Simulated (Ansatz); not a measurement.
Take ZnS in the zinc blende structure (space group F-43m, No. 216; a = 5.297 Å) as the base. Axes: x, y, z lie along the cube axes.

All numbers come from LDA (Ansatz, a first-principles code; PAW; 420 eV plane waves; spin-orbit coupling left out).

Strains are applied to the cell and any free atomic positions relax; under biaxial strain the out-of-plane vector relaxes too.

One change was made to it. Results:

```tsv
quantity	base	after
valence-band top at Γ (three highest levels, from the VBM)	0.00, 0.00, 0.00 eV	0.00, -0.11, -0.11 eV
electron mass	0.17 mₑ (at Γ)	0.17 mₑ out of plane, 0.16 mₑ in plane (at Γ)
band gap	2.13 eV	1.97 eV
```

### Question
Which of these changes matches the shifts?
A) biaxial strain +1.25 %, plane normal [111], relaxed out of plane
B) biaxial strain −1.67 %, plane normal [111], relaxed out of plane
C) biaxial strain +2.08 %, plane normal [111], relaxed out of plane
D) biaxial strain −1.25 %, plane normal [111], relaxed out of plane

### Answer
A, biaxial strain +1.25 %, plane normal [111], relaxed out of plane. For comparison, the band gap in the other runs: biaxial strain −1.67 %, plane normal [111], relaxed out of plane gives 2.15 eV; biaxial strain +2.08 %, plane normal [111], relaxed out of plane gives 1.87 eV; biaxial strain −1.25 %, plane normal [111], relaxed out of plane gives 2.15 eV.

Masses are band curvatures over ±0.01 Å⁻¹ around the edge. Gaps are read on the SCF mesh and a high-symmetry path. Whether these cells are dynamically stable was not tested.
